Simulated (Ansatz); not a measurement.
Band structure of ZnCoF6 (R-3, 8 atoms in the cell).

```xyz
8
Lattice="2.3938 1.3820 4.2457 -2.3938 1.3820 4.2457 0.0000 -2.7641 4.2457" Properties=species:S:1:pos:R:3 pbc="T T T"
Zn     0.0000     0.0000     6.3685
Co     0.0000     0.0000     0.0000
F     -0.9537     1.3170     5.2533
F      0.9537    -1.3170     7.4837
F     -0.6637    -1.4845     5.2533
F      0.6637     1.4845     7.4837
F      1.6174     0.1674     5.2533
F     -1.6174    -0.1674     7.4837
```
Moments meant for the start (each program seeds them in its own way; μB, in the order of the atoms Zn Co F F F F F F): 0.0 3.0 0.0 0.0 0.0 0.0 0.0 0.0.

Method: PBEsol, PAW files made with PBE (plane waves; Ansatz, a first-principles code).

Settings: kpoints.mp_grid.grid = 4 4 4; hamiltonian.xc = pbesol; hamiltonian.pseudopotentials = {kind: paw} (an earlier, softer set of the program's PAW files); magnetization.spin_polarized = true; scf.occupations.method = fermi_dirac; scf.occupations.width = 0.05 eV; kpoints.band_path.path = [[0.0, 0.0, 0.0], [0.5, 0.0, 0.0], [0.5, 0.237308, -0.237308]]; kpoints.band_path.npoints = 8.

The starting cell comes from a database of computed structures (which also holds hypothetical and non-ambient phases and stackings), without a prior relaxation at this level. Its lattice was rescaled by a random factor within 2.5 % of one. The moments shrank to a small part of their start, a low-spin state that need not be the lowest.

Levels in eV from the Fermi level, bands 33 to 40 of the first spin channel:
```tsv
point	33	34	35	36	37	38	39	40
Γ	-1.90	-1.03	-0.59	-0.59	1.86	1.86	5.72	11.59
L	-1.39	-1.08	-0.91	-0.60	1.37	1.55	7.56	10.02
B1	-1.47	-0.81	-0.66	-0.57	1.38	1.59	8.08	11.09
```

No band crosses the Fermi level by more than 0.03 eV along this path.

The net moment of the cell came out as 1.00 μB.

Keys are those of Ansatz 0.2.
